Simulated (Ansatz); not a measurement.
A self-consistent single point of ZnO (P6_3mc, 4 atoms in the cell) with Ansatz (a first-principles code).

Computed with PBE, PAW files (plane waves; Ansatz).

```
ZnO
1.0
    3.26228     0.00000     0.00000
   -1.63114     2.82522     0.00000
    0.00000     0.00000     5.26227
Zn O
2 2
Cartesian
  1.63114   0.94174   2.63424
  0.00000   1.88348   0.00310
  1.63114   0.94174   4.62932
  0.00000   1.88348   1.99819
```

Reference input (self-consistent single point, DFT, PBE0, plane waves, PAW files made with PBE): basis.ecutwfc = 420 eV; kpoints.mp_grid.grid = 6 6 3; hamiltonian.xc = pbe0; hamiltonian.pseudopotentials = {kind: paw} (the program's default PAW files); scf.occupations.method = fixed. This run's input differs from it in these lines:

Ansatz 0.2 input:
```diff
@@ -17,3 +17,3 @@
 hamiltonian:
-  xc: pbe0
+  xc: pbe
   pseudopotentials:
```

Output, abridged:

```
SCF iter   1: F=—  HF=-7774.634045 eV  |F-HF|=—  |Δ(HF+E_count)|=         —  Δρ=1.09e-1  dr2=3.07e0  ethr=3.10e-3  ⟨swp⟩=4.5  Hψ=1410  notcnv=0  defer=24
all-band conjugate gradients solve this SCF's bands
preconditioner: auto → Resta (q_TF=auto, 2.596 Å⁻¹)
SCF iter   2: F=—  HF=-7773.796960 eV  |F-HF|=—  |Δ(HF+E_count)|=   8.37e-1  Δρ=2.30e-2  dr2=2.37e-1  ethr=3.10e-3  ⟨swp⟩=2.3  Hψ=698  notcnv=0  defer=11
   [... lines left out ...]
SCF iter   6: F=—  HF=-7773.694546 eV  |F-HF|=—  |Δ(HF+E_count)|=   2.47e-4  Δρ=1.01e-3  dr2=3.58e-4  ethr=4.33e-6  ⟨swp⟩=2.4  Hψ=465  notcnv=0  defer=28
SCF iter   7: F=—  HF=-7773.694681 eV  |F-HF|=—  |Δ(HF+E_count)|=   1.35e-4  Δρ=3.18e-4  dr2=2.94e-5  ethr=9.93e-7  ⟨swp⟩=2.0  Hψ=560  notcnv=0  defer=28
SCF iter   8: F=—  HF=-7773.694755 eV  |F-HF|=—  |Δ(HF+E_count)|=   7.39e-5  Δρ=4.28e-5  dr2=1.08e-6  ethr=8.16e-8  ⟨swp⟩=2.0  Hψ=533  notcnv=0  defer=9
SCF iter   9: F=-7773.694758 eV  HF=-7773.694757 eV  |F-HF|=4.85e-8  |Δ(HF+E_count)|=   2.43e-6  Δρ=9.79e-6  dr2=4.22e-8  ethr=2.78e-10  ⟨swp⟩=6.3  Hψ=1782  notcnv=0
SCF 1 converged in 9 iterations: F = -7773.694758 eV  dr2 = 4.22e-8
Free energy (F): -7773.694758 eV
Internal energy: -7773.694758 eV  (E = F + TS)
E sigma→0 (E₀):  -7773.694758 eV
Fermi energy:    6.909313 eV
--- Forces (eV/Å), atoms counted from 1 ---
  atom   1  Zn     0.00000000     0.00000000    -0.00361120
  atom   2  Zn     0.00000000    -0.00000000    -0.00361120
  atom   3  O     -0.00000000    -0.00000000     0.00358840
  atom   4  O     -0.00000000     0.00000000     0.00358840
--- Stress (GPa, compression-positive) ---
        2.233017       0.000000      -0.000000
        0.000000       2.233017       0.000000
       -0.000000      -0.000000       2.297712
  P = ⅓ Tr σ = 2.2546 GPa (22.546 kbar)
  The stress holds the Pulay correction. Without it, at fixed plane waves, as pw.x and ABINIT print it: P = 1.7740 GPa
```

The run converged in 9 iterations. Against the reference run the pressure goes from -2.37 to 2.25 GPa, the largest force goes from 0.014 to 0.004 eV/Å and the gap on the mesh goes from 3.152 to 0.764 eV.

The starting cell comes from a database of computed structures (which also holds hypothetical and non-ambient phases and stackings), without a prior relaxation at this level. Its lattice was rescaled by a random factor within 2.5 % of one. Ansatz's pressure includes its estimate of the finite-basis (Pulay) stress.
